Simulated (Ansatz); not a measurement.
# Short convergence ladders for LaAl2 (R3m, 6 atoms in the cell)

```
LaAl2
1.0
    0.00000     4.04414     4.04414
    4.04414     0.00000     4.04414
    4.04414     4.04414     0.00000
La Al
2 4
Cartesian
  0.02887   0.02887   0.02887
  2.02207   2.02207   2.02207
  5.05518   5.05518   5.05518
  5.05518   3.03311   3.03311
  3.03311   3.03311   5.05518
  3.03311   5.05518   3.03311
```

Base method: PBEsol, default PAW files made with PBE (plane waves; Ansatz, an electronic-structure program).

Base settings: basis.ecutwfc = 420 eV; kpoints.mp_grid.grid = 6 6 6; hamiltonian.xc = pbesol; hamiltonian.pseudopotentials = {kind: paw} (the program's default PAW files); scf.occupations.method = fermi_dirac; scf.occupations.width = 0.1 eV.

The count of work is k-points × plane waves × bands × iterations; it is no time. Core times come from one kind of shared machine, to one figure; runs under 30 s give none.

**The cutoff for other potential files**

Level: DFT, PBEsol, plane waves, harder PAW files (source: ansatz) made with PBE.

In this ladder: hamiltonian.pseudopotentials = {kind: paw, source: ansatz}.

The second cell is the first with its lattice scaled by 0.98.

The mesh stays at the base's, so the ladder's end is converged at best in this setting alone.

The first pressure column holds Ansatz's estimate of the finite-basis (Pulay) stress, which hides part of the cutoff error; the other is without it.

Only quantities that move along the ladder and can be compared are tabulated.

```tsv
basis.ecutwfc	free energy less the last step's (meV/atom)	energy of the compressed cell less the first (meV/atom)	pressure (GPa)	pressure without the Pulay estimate (GPa)	count of work / last	core time / last (rough)
405 eV	2473.20	13.54	-0.75	-96.58	0.11	–
495 eV	393.13	13.70	-0.75	-20.83	0.14	–
630 eV	15.54	12.51	-0.68	-1.98	0.20	–
765 eV	0.50	12.48	-0.67	-0.68	0.28	0.3
900 eV	0.34	12.48	-0.67	-0.67	0.35	0.3
1080 eV	0.19	12.47	-0.67	-0.67	0.47	0.5
1350 eV	0.06	12.47	-0.67	-0.67	0.65	0.7
1800 eV	0.00	12.46	-0.67	-0.67	1.0	1
```

Coarsest basis.ecutwfc that holds the pressure without the Pulay estimate within 1 GPa of the last step, with all finer ones: 765 eV, at 0.28 of the last step's count of work and about 0.3 of the last step's time; the step before is off by 1.3 GPa.

Coarsest basis.ecutwfc that holds the free energy within 5 meV/atom of the last step, with all finer ones: 765 eV, at 0.28 of the last step's count of work and about 0.3 of the last step's time; the step before is off by 16 meV/atom.

Coarsest basis.ecutwfc that holds the energy of the compressed cell less the first within 0.2 meV/atom of the last step, with all finer ones: 630 eV, at 0.20 of the last step's count of work; the step before is off by 1.2 meV/atom.

The energy difference between the two cells stays within 1 meV/atom of the last step's from 630 eV on, the total only from 765 eV on: much of the error is common to both cells and cancels.

At the lowest cutoff the pressure without the Pulay estimate lies 95.9 GPa under the last step's, the usual sign of Pulay stress in an incomplete plane-wave basis.

**The relaxed cell against the cutoff**

On LaAl2 (Fd-3m, 6 atoms in the cell): atoms on their sites.

In this ladder: relax = cell and atoms.

The mesh stays at the base's, so the ladder's end is converged at best in this setting alone.

Only quantities that move along the ladder and can be compared are tabulated.

```tsv
basis.ecutwfc	relaxed volume (Å³/atom)	relaxation steps
210 eV	22.119	4
250 eV	22.108	4
295 eV	21.884	6
355 eV	21.837	4
420 eV	21.832	4
505 eV	21.830	4
630 eV	21.829	4
840 eV	21.829	4
```

Coarsest basis.ecutwfc that holds the relaxed volume within 0.044 Å³/atom of the last step, with all finer ones: 355 eV; the step before is off by 0.055 Å³/atom.

At the lowest cutoff the cell relaxes to a volume 1.3 % larger than at the highest. Ansatz relaxes on a stress corrected for the finite basis.

On the base run: the starting cell comes from a database of computed structures (which also holds hypothetical and non-ambient phases and stackings), without a prior relaxation at this level. Its lattice was rescaled by up to half a per cent. One atom was moved a little off its site on purpose.

Keys are those of Ansatz 0.2.
